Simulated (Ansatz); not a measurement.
## Os: tensor shear ε_xz = +1.43 %

Base system: Os in the hcp (Mg type) structure (space group P6_3/mmc, No. 194; a = 2.729 Å, c = 4.309 Å; relaxed with 0.1 eV smearing). Axes: x lies along a and z along c of the hexagonal cell.

Now apply this change: a pure shear with ε_xz = ε_zx = 0.0143; the atoms relax in the strained cell.

Method: plane-wave PAW DFT at the PBEsol level (Ansatz, a quantum-chemistry and plane-wave program, 420 eV), no spin-orbit coupling. Γ-centred 24×24×14 mesh, Fermi–Dirac width 0.1 eV.

The volume per atom is nearly the same (13.90 Å³ against 13.89 Å³) and the space group changes from P6_3/mmc (No. 194) to C2/c (No. 15). The energy grows by 9.8 meV/atom and the pressure (mean of the normal stresses, compression positive) goes from zero to 0.3 GPa. The band gap remains zero and the stress (xx, yy, zz, yz, xz, xy; compression positive) comes out as (0.2, 0.2, 0.6, 0.0, -7.8, 0.0) GPa.

Cost of the whole job for the changed cell (relaxation, final SCF and bands): very roughly 2.2 core-minutes.

Whether these cells are dynamically stable was not tested. All final runs are without spin polarisation.
